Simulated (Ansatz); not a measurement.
GaP (R-3m, No. 166, 4 atoms in the cell; start mp-1018275; a measured phase of this formula has another space group), treated with r²SCAN (plane waves, PAW; Ansatz, an electronic-structure program).

Run with plane-wave cutoff 500 eV, 12×12×12 k mesh, Fermi–Dirac smearing 0.05 eV, scalar-relativistic PAW data made under PBE.

Cell (relaxed at this level):

```cif
data_Ga2P2
_chemical_formula_sum 'Ga2 P2'
_space_group_name_H-M_alt 'P 1'
_space_group_IT_number 1
_cell_length_a 6.74786
_cell_length_b 6.74786
_cell_length_c 6.74786
_cell_angle_alpha 33.075
_cell_angle_beta 33.075
_cell_angle_gamma 33.075
loop_
_space_group_symop_operation_xyz
  'x, y, z'
loop_
_atom_site_label
_atom_site_type_symbol
_atom_site_fract_x
_atom_site_fract_y
_atom_site_fract_z
_atom_site_occupancy
Ga1 Ga 0.43577 0.43577 0.43577 1
Ga2 Ga 0.56423 0.56423 0.56423 1
P1 P 0.05767 0.05767 0.05767 1
P2 P 0.94233 0.94233 0.94233 1
```

What does this level give for the band gap?


band gap: 1.02 eV (on the SCF k mesh)

Note: the relaxation could not lower the start's symmetry, so the cell can be a saddle point above a distorted one.

Spin–orbit coupling is not included.

Cost on a shared machine: around 2.6 core-minutes (rough).

A start named mp-… is a Materials Project structure, which need not be a measured phase.
